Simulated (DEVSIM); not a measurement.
Device: abrupt Si n-p junction, at 300 K.

| layer (left to right) | material | thickness (μm) | Nd (cm⁻³) | Na (cm⁻³) | τn (s) | τp (s) |
|---|---|---|---|---|---|---|
| 1 | Si | 22.0 | 2.6e16 | - | 0.00038 | 0.00038 |
| 2 | Si | 52.0 | - | 2.2e14 | 0.00038 | 0.00038 |

Left contact: ohmic. Right contact: ohmic. Voltage is applied to the left contact. Recombination: SRH at mid-gap, radiative, Auger. Mobility is μmin + (μ − μmin)/(1 + (N/Nref)^α).

This is a model device: material constants are rounded textbook-type values typed into the input, and sizes, dopings and lifetimes were drawn at random. Values at 300 K.

| parameter | Si |
|---|---|
| gap (eV) | 1.124 |
| affinity (eV) | 4.05 |
| permittivity | 11.7 |
| Nc (cm⁻³) | 2.86e19 |
| Nv (cm⁻³) | 3.1e19 |
| μn (cm²/Vs) | 1417 |
| μp (cm²/Vs) | 470 |
| μn,min | 52 |
| μp,min | 45 |
| Nref,n | 9.7e16 |
| Nref,p | 2.2e17 |
| αn | 0.68 |
| αp | 0.72 |
| B (cm³/s) | 4.7e-15 |
| Cn (cm⁶/s) | 2.8e-31 |
| Cp (cm⁶/s) | 9.9e-32 |

Model (solved in DEVSIM): 1D drift-diffusion, Boltzmann statistics, complete ionisation; no tunnelling, impact ionisation, image-force lowering or self-heating.

### Question
Tabulate band edges, carrier densities and field at -0.9 V on the left contact.

### Answer
Energies count from the Fermi level of the right contact; mesh points crowd at the junctions.

```
x (μm)   Ec (eV)  Ev (eV)  n (cm⁻³)  p (cm⁻³)  field (V/cm)
-------  -------  -------  --------  --------  ------------
0.000      1.081   -0.043    2.6e16      4500           -18
0.05119    1.081   -0.043    2.6e16    2.6e13           -18
0.2113     1.081   -0.043    2.6e16    1.1e14           -18
0.7123     1.080   -0.044    2.6e16    3.6e14           -18
3.438      1.075   -0.049    2.8e16    1.6e15           -16
10.80      1.064   -0.060    3.0e16    4.1e15           -14
18.35      1.054   -0.070    3.2e16    6.0e15           -12
21.21      1.051   -0.073    3.3e16    6.7e15           -12
21.76      1.050   -0.074    3.3e16    6.8e15           -12
21.94      1.051   -0.073    3.2e16    7.0e15           320
22.00      1.059   -0.065    2.3e16    9.7e15          4300
22.08      1.070   -0.054    1.5e16    1.5e16           170
22.29      1.070   -0.054    1.5e16    1.5e16           -12
22.96      1.069   -0.055    1.5e16    1.5e16           -12
26.61      1.065   -0.059    1.4e16    1.4e16           -13
36.48      1.050   -0.074    1.1e16    1.1e16           -16
58.71      0.997   -0.127    4.8e15    5.0e15           -37
69.14      0.937   -0.187    1.8e15    2.0e15           -97
72.94      0.876   -0.248    4.9e14    7.0e14          -310
73.68      0.843   -0.281    2.0e14    3.6e14          -670
73.92      0.825   -0.299    6.9e13    2.5e14          -870
74.00      0.818   -0.306    530000    2.2e14          -900
```
